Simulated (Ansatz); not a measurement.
## Pressure series in YN

The reference is YN in the rock salt structure (space group Fm-3m, No. 225; a = 4.856 Å).

Cell and atoms are relaxed at each pressure.

The values are results of Ansatz (a first-principles code), PBEsol, PAW, cutoff 420 eV, no SOC, not measurements.

```json
[
 {"change": "base", "band gap": "0.08 eV", "volume per atom": "14.31 Å³"},
 {"change": "pressure −2 GPa", "band gap": "0.10 eV", "volume per atom": "14.49 Å³"},
 {"change": "pressure −1 GPa", "band gap": "0.09 eV", "volume per atom": "14.40 Å³"},
 {"change": "pressure 3 GPa", "band gap": "zero", "volume per atom": "14.07 Å³"},
 {"change": "pressure 7 GPa", "band gap": "zero", "volume per atom": "13.78 Å³"},
 {"change": "pressure 15 GPa", "band gap": "zero", "volume per atom": "13.28 Å³"},
 {"change": "pressure 30 GPa", "band gap": "zero", "volume per atom": "12.53 Å³"},
 {"change": "pressure 50 GPa", "band gap": "zero", "volume per atom": "11.78 Å³"},
 {"change": "pressure 75 GPa", "band gap": "zero", "volume per atom": "11.06 Å³"},
 {"change": "pressure 100 GPa", "band gap": "zero", "volume per atom": "10.50 Å³"}
]
```

A case with no gap was solved on a k-mesh chosen for an insulator, which is coarse for it. Load acts through the strain it causes; cell and atoms are relaxed under it. Stability against distortions was not tested. Competing high-pressure phases were not computed. The final runs are not spin-polarised. Gaps under 0.05 eV, about the width of the smearing, are given as zero. A zero or small gap of YN can be the functional's error rather than a property of the material.
